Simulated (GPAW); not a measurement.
Band structure of GaGeTe₂ (P-3m1, 8 atoms in the cell).

```yaml
crystal:
  lattice:
    - [4.22175, 0.00000, 0.00000]
    - [-2.11088, 3.65614, 0.00000]
    - [0.00000, 0.00000, 17.26808]
  atoms:
    - { symbol: Ga, position: [0.33333, 0.66667, 0.32700] }
    - { symbol: Ga, position: [0.66667, 0.33333, 0.67300] }
    - { symbol: Ge, position: [0.66667, 0.33333, 0.82534] }
    - { symbol: Ge, position: [0.33333, 0.66667, 0.17466] }
    - { symbol: Te, position: [0.33333, 0.66667, 0.90134] }
    - { symbol: Te, position: [0.66667, 0.33333, 0.09866] }
    - { symbol: Te, position: [0.66667, 0.33333, 0.39997] }
    - { symbol: Te, position: [0.33333, 0.66667, 0.60003] }
```

Method: PBEsol, GPAW PAW datasets PBEsol (made by gpaw-setup) (plane waves; GPAW).

Settings: mode = pw; ecut = 600 eV; xc = PBEsol; kpts = 5 5 1; mesh shift (steps) = 0 0 0; occupations.name = methfessel-paxton; occupations.width = 0.136 eV; occupations.order = 0; nbands = -16; symmetry.symmorphic = false; symmetry.tolerance = 0.0005; maxiter = 150; bandpath_npoints = 40.

The starting cell comes from a database of computed structures (which also holds hypothetical and non-ambient phases and stackings), without a prior relaxation at this level. Spin-orbit coupling is off. The run gives no clean gap (levels at the Fermi energy touch, overlap or are partly filled at this smearing), which alone does not show that the compound is a metal.

Levels in eV from the Fermi level, bands 16 to 23:
| point | 16 | 17 | 18 | 19 | 20 | 21 | 22 | 23 |
|---|---|---|---|---|---|---|---|---|
| Γ | -1.43 | -1.43 | -1.14 | -0.75 | -0.33 | 0.30 | 0.70 | 1.36 |
| M | -2.56 | -2.52 | -2.41 | -1.07 | -0.29 | 0.34 | 0.45 | 1.94 |
| K | -3.00 | -2.47 | -2.47 | 0.29 | 0.29 | 0.38 | 1.11 | 2.31 |
| A | -1.58 | -1.44 | -1.44 | -0.45 | -0.35 | 0.30 | 0.66 | 1.36 |
| L | -2.73 | -2.54 | -2.53 | -0.68 | -0.60 | 0.24 | 0.61 | 1.77 |
| H | -3.21 | -2.31 | -2.31 | 0.18 | 0.18 | 0.52 | 0.84 | 2.54 |

Bands cross the Fermi level along this path, so the cell is metallic at this level.
